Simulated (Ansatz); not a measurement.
Converging the plane-wave cutoff: Cl (Cm, 4 atoms in the cell)

```
Cl
1.0
    2.24672    -3.12936     0.00000
    2.24672     3.12936     0.00000
    0.00000     0.00000     8.28478
Cl
4
Direct
  0.87700   0.87700   0.90304
  0.62300   0.62300   0.39700
  0.37700   0.37700   0.60300
  0.12300   0.12300   0.10300
```

Computed with PBEsol, default PAW files made with PBE (plane waves; Ansatz, an electronic-structure program).

Base settings: basis.ecutwfc = 420 eV; kpoints.mp_grid.grid = 7 7 3; hamiltonian.xc = pbesol; hamiltonian.pseudopotentials = {kind: paw} (the program's default PAW files); scf.occupations.method = fermi_dirac; scf.occupations.width = 0.01 eV.

The second cell is the first with its lattice scaled by 0.98.

The mesh stays at the base's, so the ladder's end is converged at best in this setting alone.

The first pressure column holds Ansatz's estimate of the finite-basis (Pulay) stress, which hides part of the cutoff error; the other is without it.

Only quantities that move along the ladder and can be compared are tabulated.

The count of work is k-points × plane waves × bands × iterations; it is no time. 

The starting cell has typed, rounded lattice constants, without a prior relaxation at this level. Its lattice was rescaled by up to half a per cent. One atom was moved a little off its site on purpose.

```tsv
basis.ecutwfc	free energy less the last step's (meV/atom)	energy of the compressed cell less the first (meV/atom)	pressure (GPa)	pressure without the Pulay estimate (GPa)	largest difference of a force vector from the last step's (eV/Å)	count of work / last
145 eV	2084.18	14.55	0.76	-33.52	1.483	0.054
170 eV	957.05	15.17	0.02	-18.72	0.439	0.067
190 eV	508.25	3.36	-0.45	-11.66	0.106	0.084
210 eV	270.36	0.90	-0.74	-7.30	0.023	0.096
230 eV	141.94	1.93	-0.71	-4.61	0.008	0.11
250 eV	72.85	1.73	-0.69	-2.97	0.017	0.12
295 eV	14.03	1.61	-0.70	-1.29	0.012	0.16
335 eV	2.73	1.39	-0.71	-0.85	0.003	0.19
380 eV	0.50	1.39	-0.71	-0.73	0.001	0.23
420 eV	0.29	1.39	-0.71	-0.71	0.000	0.27
460 eV	0.24	1.39	-0.71	-0.71	0.000	0.31
505 eV	0.17	1.39	-0.71	-0.72	0.000	0.35
565 eV	0.08	1.39	-0.71	-0.71	0.000	0.42
630 eV	0.04	1.38	-0.71	-0.71	0.000	0.49
735 eV	0.03	1.38	-0.71	-0.71	0.000	0.63
840 eV	0.02	1.38	-0.71	-0.71	0.000	0.77
1010 eV	0.00	1.38	-0.71	-0.71	0.000	1.0
```

Coarsest basis.ecutwfc that holds the pressure without the Pulay estimate within 1 GPa of the last step, with all finer ones: 295 eV, at 0.16 of the last step's count of work; the step before is off by 2.3 GPa.

Coarsest basis.ecutwfc that holds the energy of the compressed cell less the first within 0.2 meV/atom of the last step, with all finer ones: 335 eV, at 0.19 of the last step's count of work; the step before is off by 0.23 meV/atom.

Coarsest basis.ecutwfc that holds the forces within 0.02 eV/Å of the last step, with all finer ones: 230 eV, at 0.11 of the last step's count of work; the step before is off by 0.023 eV/Å.

The energy difference between the two cells stays within 1 meV/atom of the last step's from 210 eV on, the total only from 380 eV on: much of the error is common to both cells and cancels.

At the lowest cutoff the pressure without the Pulay estimate lies 32.8 GPa under the last step's, the usual sign of Pulay stress in an incomplete plane-wave basis.

Keys are those of Ansatz 0.2.
